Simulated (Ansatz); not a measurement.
# CdTe: pressure series

Consider CdTe in the zinc blende structure (space group F-43m, No. 216; a = 6.618 Å).

Cell and atoms are relaxed at each pressure.

All numbers come from PBE (Ansatz, a quantum-chemistry and plane-wave program, PAW, no SOC).

Candidates:
(a) pressure 0.3 GPa
(b) pressure 5 GPa
(c) pressure 7.5 GPa
(d) pressure 3 GPa
(e) pressure 1.5 GPa

Base values:

| Property | Result |
|---|---|
| Band gap | 0.59 eV |

Q: Order them by band gap, lowest first.

A: (a) pressure 0.3 GPa (0.61 eV), (e) pressure 1.5 GPa (0.70 eV), (d) pressure 3 GPa (0.80 eV), (b) pressure 5 GPa (0.92 eV), (c) pressure 7.5 GPa (1.04 eV)

Spin-orbit coupling, missing from the scalar runs, can matter with Te. Load acts through the strain it causes; cell and atoms are relaxed under it. Whether these cells are dynamically stable was not tested. Measured, CdTe leaves this structure (for cinnabar) near 3.53 GPa (temperature not stated; as listed in Datta, Sujoy, Jana, Debnarayan, arXiv (2020)), on rising pressure, with hysteresis.
